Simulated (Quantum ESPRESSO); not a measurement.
Worked example: self-consistent single point of Bi2Pd (I4/mmm, 3 atoms in the cell) in Quantum ESPRESSO.

Method: LDA (PZ), PSlibrary PAW (LDA) pseudopotentials (plane waves; Quantum ESPRESSO).

```
Bi2Pd
1.0
    1.69334    -1.69334     6.62347
    1.69334     1.69334     6.62347
   -1.69334    -1.69334     6.62347
Bi Pd
2 1
Direct
  0.00000   0.63232   0.63232
  0.00000   0.36768   0.36768
  0.00000   0.00000   0.00000
```

Reference input (self-consistent single point, DFT, PBEsol, plane waves, PSlibrary PAW (PBE) pseudopotentials): ecutwfc = 50 Ry; ecutrho = 600 Ry; occupations = smearing; smearing = fd; degauss = 0.0073499 Ry; input_dft = pbesol; potentials = {Bi: Bi.pbe-dn-kjpaw_psl.1.0.0.UPF, Pd: Pd.pbe-n-kjpaw_psl.1.0.0.UPF}; K_POINTS = automatic 9 9 9 0 0 0; conv_thr = 1e-10 Ry. This run's input differs from it in these lines:

```diff
@@ -19,3 +19,2 @@
     degauss = 0.0073499
-    input_dft = 'pbesol'
 /
@@ -25,4 +24,4 @@
 ATOMIC_SPECIES
-Bi   208.9804  Bi.pbe-dn-kjpaw_psl.1.0.0.UPF
-Pd   106.4200  Pd.pbe-n-kjpaw_psl.1.0.0.UPF
+Bi   208.9804  Bi.pz-dn-kjpaw_psl.1.0.0.UPF
+Pd   106.4200  Pd.pz-n-kjpaw_psl.1.0.0.UPF
 ATOMIC_POSITIONS crystal
```

Output, abridged:

```
     Self-consistent Calculation

     iteration #  1     ecut=    50.00 Ry     beta= 0.70

     Threshold (ethr) on eigenvalues was too large:
     Diagonalizing with lowered threshold

     total energy              =   -2088.75780631 Ry
     estimated scf accuracy    <       0.04497050 Ry

     iteration #  2     ecut=    50.00 Ry     beta= 0.70

     total energy              =   -2088.74783368 Ry
     estimated scf accuracy    <       0.10057762 Ry

     iteration #  3     ecut=    50.00 Ry     beta= 0.70

     total energy              =   -2088.76746259 Ry
     estimated scf accuracy    <       0.04265219 Ry

   [... 5 blocks of this kind left out ...]

     iteration #  9     ecut=    50.00 Ry     beta= 0.70

     total energy              =   -2088.77394269 Ry
     estimated scf accuracy    <          4.9E-09 Ry

     iteration # 10     ecut=    50.00 Ry     beta= 0.70
     End of self-consistent calculation

     the Fermi energy is    12.4114 ev

!    total energy              =   -2088.77394270 Ry
     estimated scf accuracy    <          8.1E-11 Ry
     smearing contrib. (-TS)   =      -0.00329229 Ry
     internal energy E=F+TS    =   -2088.77065040 Ry

     convergence has been achieved in  10 iterations

     Forces acting on atoms (cartesian axes, Ry/au):

     atom    1 type  1   force =     0.00000000    0.00000000   -0.00538926
     atom    2 type  1   force =    -0.00000000    0.00000000    0.00538926
     atom    3 type  2   force =    -0.00000000    0.00000000    0.00000000

     Total force =     0.007622     Total SCF correction =     0.000069

          total   stress  (Ry/bohr**3)                   (kbar)     P=      -48.42
  -0.00033119   0.00000000   0.00000000          -48.72        0.00        0.00
  -0.00000000  -0.00033119   0.00000000           -0.00      -48.72        0.00
  -0.00000000   0.00000000  -0.00032516           -0.00        0.00      -47.83

   JOB DONE.
```

The run converged in 10 iterations. Against the reference run the pressure goes from -2.56 to -4.84 GPa and the largest force goes from 0.041 to 0.139 eV/Å.

The starting cell comes from a database of computed structures (which also holds hypothetical and non-ambient phases and stackings), without a prior relaxation at this level. Spin polarisation is off. With a pressure of about -5 GPa the cell is away from its equilibrium volume at this level.

Cost on one core of a shared machine: roughly 4 min.
